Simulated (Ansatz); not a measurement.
Functionals compared on OH on the 1x1 (111) surface of fcc Cu, one in a 2x2 cell, started at the site 'top Cu', in Ansatz (plane waves, PAW). The structure was relaxed with PBE; the other rows are single points on it, each with its references at the same level. Cutoff 420 eV (500 eV for r2SCAN).

Slab: 18 atoms, 6.2 Å thick at the start under the adsorbate (thin: gaps and levels are the slab's own); k 6x6x1, smearing 0.1 eV, dipole-corrected; 8 atoms held, the rest relaxed; symmetry of the start imposed; spin-polarised, no spin-orbit, no U, no dispersion correction. The starting moment vanished. At the end it is bonded to 3 Cu. In PBE it is, or lies within 0.03 eV of, the lowest of the starts that converged. These notes are the PBE run's. r2SCAN: The program's check for a lower electronic state was not made. Adsorption energies are against H2O(g) − ½ H2(g). A negative adsorption energy means that the adsorbate is more stable on the surface than in its reference.

```tsv
functional	adsorption energy (eV)	work function of the top face (eV)	change of the work function (eV)	magnetic moment of the cell (μB)	rough cost of the single point
PBE	0.29	3.27	-1.50	0.00	–
RPBE	0.53	3.15	-1.45	0.00	about 13 core-minutes (a rough figure)
r2SCAN	___	___	___	0.00	roughly 26 core-minutes
```

Question: Some entries are withheld; supply them.

Answer: 
- r2SCAN, adsorption energy (eV): -0.05
- r2SCAN, work function of the top face (eV): 3.25
- r2SCAN, change of the work function (eV): -1.55

Ansatz is a first-principles code.
